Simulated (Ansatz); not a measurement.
## Carrier properties of Mg2Si (Fm-3m)

Input:

```
CELL_PARAMETERS angstrom
      0.00000     3.16237     3.16237
      3.16237     0.00000     3.16237
      3.16237     3.16237     0.00000
ATOMIC_POSITIONS crystal
  Mg 0.25000 0.25000 0.25000
  Mg 0.75000 0.75000 0.75000
  Si 0.00000 0.00000 0.00000
```

Calculation: HSE06, rigid bands (plane waves, PAW, scalar-relativistic; Ansatz, an electronic-structure program). How the cell was made: cell and atoms relaxed with PBEsol.

| Item | Result |
|---|---|
| band gap | 0.56 eV |
| electron conductivity mass (300 K, dilute) | 0.27 mₑ |
| hole conductivity mass (300 K, dilute) | 0.37 mₑ |
| effective density of states N_c (300 K) | 1.2e19 cm⁻³ |
| effective density of states N_v (300 K) | 6.3e19 cm⁻³ |
| density-of-states mass, electrons | 0.60 mₑ |
| density-of-states mass, holes | 1.85 mₑ |
| Seebeck coefficient, n-type 1e19 cm⁻³, 300 K | -234 μV/K |
| Seebeck coefficient, p-type 1e19 cm⁻³, 300 K | 362 μV/K |
| best p-type power factor at 300 K for τ = 10 fs (best axis; densities from 1e16 to 1e21 cm⁻³ tried, whether or not they can be reached) | 22 μW/(cm·K²) at 1e20 cm⁻³ |

Rigid bands; masses and Seebeck coefficients take one relaxation time τ for all states and one kind of carrier; polarons and phonon drag are left out. Spin-orbit coupling is left out; where it splits the top of the valence band, N_v and the p-type Seebeck coefficient come out somewhat high without it. Geometry: cell and atoms relaxed with PBEsol.
